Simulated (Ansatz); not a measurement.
Electronic density of states of amorphous C₁₂Sb₁₂Se₃₆, density 4.78 g/cm³, on a 2×2×2 Γ-centred mesh with a Gaussian width of 0.1 eV; energies count from the Fermi level, whose place inside the gap is arbitrary. Cell and mesh are small, so fine structure isn't converged. Calculation: PBE-D3(BJ), scalar-relativistic without spin-orbit coupling, PAW (Ansatz default set, large-core Se) (plane waves to 420 eV; Ansatz, a program for electronic structure). Sampling: a 2×2×2 Γ-centred mesh; Fermi-Dirac width 0.05 eV; no spin polarisation. So small a spacing is near the smearing width and the bands' dispersion over the mesh, so it is a value of this cell and mesh.

A CHGNet melt-quench gave the starting glass, which DFT then relaxed. The hot cell started wider than the set density and was brought back towards it in steps. It is the lowest in DFT energy of 3 quenches. It is a model cell: composition and starting density were chosen by hand, and all elements were melted together. The geometry includes D3(BJ) dispersion. Its density started from a set value of 4.70 and ended at 4.78 g/cm³. Cooling (nominally 120 K/ps over its main leg) ran many orders faster than in experiment, which tends to leave more defects and strain. One small periodic cell is one sample of the glass; other quenches scatter about these values. Volume and shape were free in the relaxation.

(E - EF (eV), states/(eV atom)): (-12.00, 0.16); (-11.90, 0.27); (-11.80, 0.34); (-11.70, 0.25); (-11.60, 0.19); (-11.50, 0.18); (-11.40, 0.07); (-11.30, 0.00); (-11.20, 0.00); (-11.10, 0.00); (-11.00, 0.00); (-10.90, 0.00); (-10.80, 0.02); (-10.70, 0.12); (-10.60, 0.15); (-10.50, 0.04); (-10.40, 0.00); (-10.30, 0.00); (-10.20, 0.00); (-10.10, 0.01); (-10.00, 0.10); (-9.90, 0.22); (-9.80, 0.24); (-9.70, 0.27); (-9.60, 0.27); (-9.50, 0.24); (-9.40, 0.23); (-9.30, 0.29); (-9.20, 0.29); (-9.10, 0.23); (-9.00, 0.22); (-8.90, 0.29); (-8.80, 0.30); (-8.70, 0.23); (-8.60, 0.23); (-8.50, 0.25); (-8.40, 0.25); (-8.30, 0.24); (-8.20, 0.22); (-8.10, 0.19); (-8.00, 0.15); (-7.90, 0.17); (-7.80, 0.21); (-7.70, 0.22); (-7.60, 0.12); (-7.50, 0.03); (-7.40, 0.13); (-7.30, 0.26); (-7.20, 0.20); (-7.10, 0.05); (-7.00, 0.00); (-6.90, 0.00); (-6.80, 0.03); (-6.70, 0.13); (-6.60, 0.13); (-6.50, 0.04); (-6.40, 0.01); (-6.30, 0.08); (-6.20, 0.23); (-6.10, 0.36); (-6.00, 0.49); (-5.90, 0.52); (-5.80, 0.39); (-5.70, 0.34); (-5.60, 0.39); (-5.50, 0.41); (-5.40, 0.44); (-5.30, 0.45); (-5.20, 0.47); (-5.10, 0.49); (-5.00, 0.41); (-4.90, 0.39); (-4.80, 0.37); (-4.70, 0.43); (-4.60, 0.49); (-4.50, 0.52); (-4.40, 0.54); (-4.30, 0.54); (-4.20, 0.52); (-4.10, 0.53); (-4.00, 0.53); (-3.90, 0.53); (-3.80, 0.51); (-3.70, 0.52); (-3.60, 0.57); (-3.50, 0.61); (-3.40, 0.59); (-3.30, 0.62); (-3.20, 0.64); (-3.10, 0.60); (-3.00, 0.58); (-2.90, 0.60); (-2.80, 0.63); (-2.70, 0.65); (-2.60, 0.66); (-2.50, 0.61); (-2.40, 0.61); (-2.30, 0.65); (-2.20, 0.62); (-2.10, 0.60); (-2.00, 0.62); (-1.90, 0.63); (-1.80, 0.59); (-1.70, 0.58); (-1.60, 0.67); (-1.50, 0.78); (-1.40, 0.76); (-1.30, 0.76); (-1.20, 0.77); (-1.10, 0.74); (-1.00, 0.66); (-0.90, 0.72); (-0.80, 0.71); (-0.70, 0.62); (-0.60, 0.51); (-0.50, 0.46); (-0.40, 0.43); (-0.30, 0.38); (-0.20, 0.31); (-0.10, 0.17); (0.00, 0.09); (0.10, 0.16); (0.20, 0.11); (0.30, 0.02); (0.40, 0.00); (0.50, 0.03); (0.60, 0.11); (0.70, 0.22); (0.80, 0.28); (0.90, 0.33); (1.00, 0.37); (1.10, 0.42); (1.20, 0.45); (1.30, 0.45); (1.40, 0.44); (1.50, 0.49); (1.60, 0.57); (1.70, 0.53); (1.80, 0.50); (1.90, 0.54); (2.00, 0.51); (2.10, 0.49); (2.20, 0.59); (2.30, 0.69); (2.40, 0.70); (2.50, 0.66); (2.60, 0.63); (2.70, 0.63)

The gap on this mesh is 0.16 eV; the broadening fills part of it in the curve.
